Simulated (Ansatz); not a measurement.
A hypothetical phase is included: elements placed on a structure type, which no database files for this compound.

Tunnelling through a barrier is set by its complex band structure: the current falls as exp(−2κd) with the smallest κ.

Given:

```
CELL_PARAMETERS angstrom
      2.83496     0.00000     0.00000
      0.00000     2.83496     0.00000
      0.00000     0.00000     8.13245
ATOMIC_POSITIONS crystal
  Si 0.00000 0.00000 0.00000
  Si 0.50000 0.50000 0.50000
  O  0.00000 0.50000 0.10466
  O  0.00000 0.50000 0.60466
  O  0.50000 0.00000 0.39534
  O  0.50000 0.00000 0.89534
```

The cell was relaxed by PBE-D3(BJ); by r2SCAN it stands under a pressure of -4.0 GPa.

Transport runs along the normal of the first two printed cell vectors, the (001) plane of the conventional cell.

The gap is the functional's own, uncorrected, and κ follows it; spin-orbit coupling is left out. Mid-gap means the computed energy nearest the middle.

Compute, with Ansatz (a first-principles code) with r2SCAN, the band gap and the smallest decay constant κ at mid-gap.

Gap 5.80 eV on a 10×10×4 mesh; κ = 0.538 1/Å, at the zone centre.
